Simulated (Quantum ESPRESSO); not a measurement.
Worked example: self-consistent single point of Cl (Cmce, 4 atoms in the cell) in Quantum ESPRESSO.

Level of theory: PBE, PseudoDojo standard norm-conserving (PBE) pseudopotentials (plane waves; Quantum ESPRESSO 7.5).

```
CELL_PARAMETERS angstrom
      2.24851    -3.13186     0.00000
      2.24851     3.13186     0.00000
      0.00000     0.00000     8.29139
ATOMIC_POSITIONS crystal
  Cl 0.87700 0.87700 0.89700
  Cl 0.62300 0.62300 0.39700
  Cl 0.37700 0.37700 0.60300
  Cl 0.12300 0.12300 0.10300
```

Reference input (self-consistent single point, DFT, PBE, plane waves, PseudoDojo standard norm-conserving (PBE) pseudopotentials): ecutwfc = 60 Ry; occupations = smearing; smearing = gauss; degauss = 0.0036749 Ry; potentials = {Cl: Cl.upf}; K_POINTS = automatic 5 5 2 0 0 0; conv_thr = 1e-09 Ry; mixing_beta = 0.3. This run's input differs from it in these lines:

```diff
@@ -18,3 +18,3 @@
 &electrons
-  conv_thr = 1.0d-9,
+  conv_thr = 7.3e-07,
   mixing_beta = 0.3,
```

Log, with long lists cut:

```
     Self-consistent Calculation

     iteration #  1     ecut=    60.00 Ry     beta= 0.30

     Threshold (ethr) on eigenvalues was too large:
     Diagonalizing with lowered threshold

     total energy              =    -131.19094856 Ry
     estimated scf accuracy    <       0.10978044 Ry

     iteration #  2     ecut=    60.00 Ry     beta= 0.30

     total energy              =    -131.17585131 Ry
     estimated scf accuracy    <       0.04301834 Ry

     iteration #  3     ecut=    60.00 Ry     beta= 0.30

     total energy              =    -131.17996082 Ry
     estimated scf accuracy    <       0.00080920 Ry

   [... 2 blocks of this kind left out ...]

     iteration #  6     ecut=    60.00 Ry     beta= 0.30

     total energy              =    -131.18034472 Ry
     estimated scf accuracy    <       0.00001494 Ry

     iteration #  7     ecut=    60.00 Ry     beta= 0.30
     End of self-consistent calculation

     the Fermi energy is     1.8041 ev

!    total energy              =    -131.18034816 Ry
     estimated scf accuracy    <       0.00000041 Ry
     smearing contrib. (-TS)   =      -0.00000000 Ry
     internal energy E=F+TS    =    -131.18034816 Ry

     convergence has been achieved in   7 iterations

     Forces acting on atoms (cartesian axes, Ry/au):

     atom    1 type  1   force =     0.00715983    0.00000000    0.00726181
     atom    2 type  1   force =    -0.00715983    0.00000000    0.00726181
     atom    3 type  1   force =     0.00715983   -0.00000000   -0.00726181
     atom    4 type  1   force =    -0.00715983    0.00000000   -0.00726181

     Total force =     0.020396     Total SCF correction =     0.001126

          total   stress  (Ry/bohr**3)                   (kbar)     P=        0.16
  -0.00001185  -0.00000000   0.00000000           -1.74       -0.00        0.00
   0.00000000   0.00008544   0.00000000            0.00       12.57        0.00
   0.00000000   0.00000000  -0.00007025            0.00        0.00      -10.33

   JOB DONE.
```

The run converged in 7 iterations. Against the reference run the free energy hardly moves (within 1 meV/atom), the pressure moves little (0.00 to 0.02 GPa), the largest force goes from 0.271 to 0.262 eV/Å and the gap on the mesh stays at 2.331 eV.

The starting cell has typed, rounded lattice constants, without a prior relaxation at this level. Its lattice was rescaled by a random factor within 2.5 % of one.
